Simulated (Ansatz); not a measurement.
Consider Sr₃AsN in the anti-perovskite structure (space group Pm-3m, No. 221; a = 5.041 Å; a cell from a computed database, its experimental status unchecked). Axes: x, y, z lie along the cube axes.

Now apply this change: the cell is stretched by 0.80 % along y with no lateral relaxation; the atoms relax in the strained cell.

Levels (all Ansatz, an electronic-structure program, PAW): PBEsol (420 eV, no SOC); PBEsol+SOC (420 eV, with spin-orbit coupling).

The geometry is relaxed with PBEsol.

* **PBEsol valence-band top at Γ**: 0.00, 0.00, -0.05 eV
* **PBEsol lowest conduction level above the VBM at special points**: Γ 0.35 eV; Z 1.69 eV; X 1.70 eV; A 2.07 eV
* **PBEsol pressure**: -0.40 GPa

With PBEsol+SOC at the same geometry, the valence-band top at Γ (three highest Kramers pairs, from the VBM) becomes 0.00, -0.02, -0.07 eV (PBEsol: 0.00, 0.00, -0.05 eV); the lowest conduction level above the VBM at special points becomes Γ 0.34 eV; Z 1.68 eV; X 1.68 eV; A 2.05 eV (PBEsol: Γ 0.35 eV; Z 1.69 eV; X 1.70 eV; A 2.07 eV); the pressure hardly moves (-0.40 GPa against -0.41 GPa).

Single points use the geometry relaxed with PBEsol. Differences between runs with and without spin-orbit coupling are approximate. The levels and masses belong to the bands next to the band gap. Whether these cells are dynamically stable was not tested. Labels are those of the standard path for the cell's own space group.
